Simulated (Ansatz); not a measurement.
Consider a periodic stack without vacuum, hexagonal WC (1 1 0) on alpha quartz (1 0 0) (film strained to the substrate, started from cuts of the bulks and a machine-learned relaxation; slabs Si8O18 and W14C14, which can lie off the formulas): substrate slab Si8O18, film W14C14, surface cells [[0, 1], [-1, 0]] and [[2, 0], [0, 1]], film strained by -3.2 and -0.8 %, outermost planes O/O and CW/CW as cut, which need not be the usual terminations and can put a slab off its formula. Its start:

```xyz
54
Lattice="5.5095 0.0000 0.0063 0.0000 5.0211 0.1506 -0.8888 1.1560 23.9137" Properties=species:S:1:pos:R:3 pbc="T T T"
Si     1.7842     5.2682     4.6737
Si    -0.1002     3.9560     2.5112
Si     3.6008     1.5639     2.3576
O      0.6846     3.5152     1.1119
O      4.6066     2.6503     3.0325
O      2.5062     1.2887     3.5264
O      0.8746     4.3096     3.7454
O      4.4097     5.2011     2.2010
O      2.9842     2.1985     0.9939
Si     1.7373     2.4278     9.0053
Si    -0.1562     1.2101     6.7938
Si     3.5628     3.7092     6.7917
O      0.9237     1.1167     5.5906
O      4.7219     4.7593     7.2383
O      2.5505     3.4538     8.0436
O      0.5389     1.7301     8.1667
O      4.2025     2.2739     6.3719
O      2.8039     4.3096     5.4949
Si    -0.1629     3.4783    11.1591
Si     3.6111     0.8033    10.8667
O      1.1825     3.2575    10.2887
O      4.5076     2.0934    11.3226
O      2.9042     0.0965    12.2003
O      0.1687     4.1185    12.6602
O      4.5154     4.6304    10.3732
O      2.6434     1.2408     9.6417
W      4.2388     4.9637    14.1201
W      1.5311     4.9674    14.0822
C      0.1383     1.4590    14.3040
C      2.8851     1.5036    14.3473
W      4.2664     2.3751    15.6489
W      1.5066     2.3796    15.6533
C      0.1423     4.0865    15.5675
C      2.8846     4.0978    15.5795
W      4.2634     4.8461    17.1722
W      1.5063     4.8463    17.1710
C      0.1286     1.4853    17.1465
C      2.8851     1.4976    17.1557
W      4.2584     2.2955    18.6384
W      1.5035     2.2941    18.6311
C      0.1257     3.9864    18.6852
C      2.8794     3.9858    18.6834
W      4.2524     4.7419    20.2427
W      1.4989     4.7426    20.2472
C      0.1223     1.4030    20.0604
C      2.8799     1.3915    20.0690
W      4.2483     2.1735    21.6375
W      1.4988     2.1774    21.6098
C      0.1467     3.8799    21.7765
C      2.8434     3.8691    21.8053
W      4.2695     4.7191    23.2269
W      1.4700     4.6094    23.4271
C      0.1678     1.2249    22.8793
C      2.8346     1.1728    22.9109
```

The start was prepared with a machine-learned potential, and the result is one local minimum, with the in-plane cell held and forces under 0.04 eV/Å; the film can end far from its bulk form.

Calculation: PBE (plane waves to 420 eV, PAW; Ansatz, a quantum-chemistry and plane-wave program). Scalar-relativistic, without spin–orbit coupling; the runs are not spin-polarised. Its k-point mesh 5×5×1, Fermi–Dirac width 0.05 eV.

Question: Predict the relaxed interface.

Answer: The interface area is 27.7 Å² and the period is 23.05 Å. The heights between the nearest atoms of the two slabs at the two interfaces is 1.32 and 1.32 Å, the O–W contacts across the interfaces within 1.22 times the sum of covalent radii is 8, mean 2.17 Å and the Si–W contacts across the interfaces within 1.22 times the sum of covalent radii is 2, mean 3.23 Å.
